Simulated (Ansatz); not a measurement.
**Ru, response to strain**

Consider Ru in the hcp (Mg type) structure (space group P6_3/mmc, No. 194; a = 2.704 Å, c = 4.263 Å; relaxed with 0.1 eV smearing). Axes: x lies along a and z along c of the hexagonal cell.

Strains are applied to the cell and any free atomic positions relax; under biaxial strain the out-of-plane vector relaxes too; under stress the whole cell relaxes.

Method: r2SCAN/PAW in Ansatz (an electronic-structure program), no spin-orbit coupling.

Notes on the quantities. energy relative to the base: free energy F; pressure: mean of the normal stresses, compression positive.

| case | volume per atom | energy relative to the base | pressure |
|---|---|---|---|
| base | 13.50 Å³ | 0 meV/atom | 0.0 GPa |
| biaxial strain +1.24 %, plane normal [001], relaxed out of plane | 13.74 Å³ | – | -5.4 GPa |
| isotropic strain +0.77 % | 13.81 Å³ | +7.4 meV/atom | -7.3 GPa |
| uniaxial strain ε_xx = −2.50 % | 13.16 Å³ | +17 meV/atom | 9.1 GPa |
| uniaxial strain ε_xx = +5.75 % | 14.28 Å³ | +70 meV/atom | -15.3 GPa |
| uniaxial stress, 5 GPa tension along x | 13.57 Å³ | +2.2 meV/atom | – |

Beyond what the load breaks, stability against distortions was not tested. The final runs are not spin-polarised.
